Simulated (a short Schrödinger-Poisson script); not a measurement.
**MOS inversion layer, SiO2 on p-type Ge(111)**

Structure: MOS inversion layer, SiO2 on p-type Ge(111), at 300 K.

```csv
layer,material,thickness (nm),Na (cm⁻³)
1,SiO2,1.7,-
2,Ge,560,1.4e17
```

Constants are typed, rounded textbook-type inputs, not results; the design itself was drawn at random and stands for no fabricated device. SiO2: permittivity 3.9, conduction-band edge (eV) 3.1, gap (eV) 9, electron mass (mₑ) 0.5. Ge: permittivity 16, conduction-band edge (eV) 0, gap (eV) 0.664, Nv at 300 K (cm⁻³) 6e18.

Channel valleys (confinement mass, in-plane density-of-states mass, number): L1 1.59, 0.08, 1; L3 0.09, 0.34, 3. At the gate the conduction-band edge of layer 1 lies 3.36 eV − eVg above the Fermi level of the channel; the field vanishes at the back. Gaps are held at their typed values at every temperature. Mesh 0.03 nm at interfaces.

From a short Schrödinger-Poisson script (our own, NumPy): 1D Poisson equation in equilibrium, electrons quantum, Hartree (BenDaniel-Duke, 12 states a valley, the channel's in-plane mass for all, wave functions ending at the dielectric), parabolic valleys, classical holes, full ionisation, no traps, pinning or gate leakage.

| Vg (V) | electrons (cm⁻²) | C (μF/cm²) | L1 E0 (meV) | L1 E1 (meV) | L3 E0 (meV) | L3 E1 (meV) |
|---|---|---|---|---|---|---|
| 0.15 | 7.89e8 | 0.195 | 216.4 | 240.0 | 266.3 | 323.9 |
| 0.2 | 4.00e9 | 0.199 | 172.6 | 197.2 | 224.8 | 285.2 |
| 0.25 | 1.98e10 | 0.259 | 129.5 | 155.2 | 184.0 | 247.0 |
| 0.3 | 8.35e10 | 0.469 | 90.3 | 117.3 | 147.4 | 212.9 |
| 0.35 | 2.48e11 | 0.787 | 59.4 | 88.4 | 120.2 | 187.9 |
| 0.4 | 5.16e11 | 1.03 | 37.0 | 68.5 | 102.2 | 172.1 |
| 0.45 | 8.53e11 | 1.19 | 20.2 | 54.5 | 90.2 | 161.9 |
| 0.5 | 1.23e12 | 1.28 | 6.7 | 43.8 | 81.6 | 155.0 |
| 0.55 | 1.64e12 | 1.35 | -4.8 | 35.1 | 74.9 | 149.9 |
| 0.6 | 2.06e12 | 1.40 | -15.0 | 27.8 | 69.6 | 145.9 |
| 0.65 | 2.50e12 | 1.43 | -24.2 | 21.3 | 65.0 | 142.8 |
| 0.7 | 2.95e12 | 1.46 | -32.8 | 15.5 | 61.1 | 140.1 |
| 0.75 | 3.41e12 | 1.48 | -40.9 | 10.1 | 57.6 | 137.9 |
| 0.8 | 3.87e12 | 1.50 | -48.6 | 5.1 | 54.4 | 135.9 |
| 0.85 | 4.34e12 | 1.51 | -56.0 | 0.4 | 51.5 | 134.2 |
| 0.9 | 4.82e12 | 1.53 | -63.1 | -4.1 | 48.8 | 132.7 |
| 0.95 | 5.30e12 | 1.54 | -70.1 | -8.4 | 46.3 | 131.3 |
| 1 | 5.78e12 | 1.55 | -76.8 | -12.6 | 44.0 | 130.1 |
| 1.05 | 6.26e12 | 1.56 | -83.5 | -16.6 | 41.8 | 129.0 |
| 1.1 | 6.75e12 | 1.57 | -90.0 | -20.5 | 39.7 | 128.0 |
| 1.15 | 7.24e12 | 1.57 | -96.3 | -24.2 | 37.7 | 127.1 |

Subbands count from the Fermi level.

Only the L valleys are kept; under strong confinement the Δ valleys of Ge fill too.
